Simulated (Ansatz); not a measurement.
# GaN: band gap against strain

GaN (zinc blende, F-43m, 11.376 Å³/atom at rest, cube axes along x, y and z) under an equal strain ε along all three axes. PBEsol in Ansatz, a plane-wave DFT program (PAW, default set), 420 eV, 13×13×13 Γ-centred mesh, Fermi-Dirac smearing 0.05 eV; ions are relaxed within the symmetry of each cell. Gaps are the smallest over the k-mesh and a band path, without spin-orbit coupling; in all rows the valence edge lies at Γ and the conduction edge at Γ.

Here s stands for strain and Eg for gap.

```
strain (%)  gap (eV)
----------  --------
-3.00              ?
-1.50          1.989
-1.00          1.892
-0.50          1.796
0.00           1.702
0.50           1.607
1.00           1.513
1.50           1.419
```

Task: Using a straight line, estimate the missing Eg at s = -3.00 from the other rows, showing the fit.

Result: Means: s 0, Eg 1.7026. About the means, the sum of products is -1.3285 and the sum of squares of s is 7.0000; the slope is their ratio. Least squares gives Eg = 1.7026 - 0.18979·s. Residuals (row less fit): 0.0017, -0.0004, -0.0015, -0.0006, -0.0007, 0.0002, 0.0011; standard error 0.0012 (degrees of freedom: 5). Over these rows the gap moves by -19 ± 0.05 eV per unit strain, or -6.3 eV per unit of ln V. At the withheld row, Eg = 1.7026 - 0.18979 × (-3.0) = 2.2720 eV. The calculation gives 2.281 eV, 0.0090 eV above the prediction (1.0 % of the range of Eg in the table). The row lies outside the fitted rows, so this is an extrapolation. From the scatter of the fitted rows alone, a prediction at this place has a standard error of 0.0019 eV, so the miss is 4.7 times that.

One order more, fitted to all 13 runs of the series, follows each within 0.002, so the miss is the next term of a smooth law. Other structures, which can take over under pressure, weren't tried. GaN is here a metastable form; wurtzite is the usual one. Rows are the converged runs of the series near zero and its far end; series whose fitted rows scatter by over a few per cent of the range, as at a crossing or softening among them, aren't shown in this form. Most that stay on the fit to the last digits aren't either.
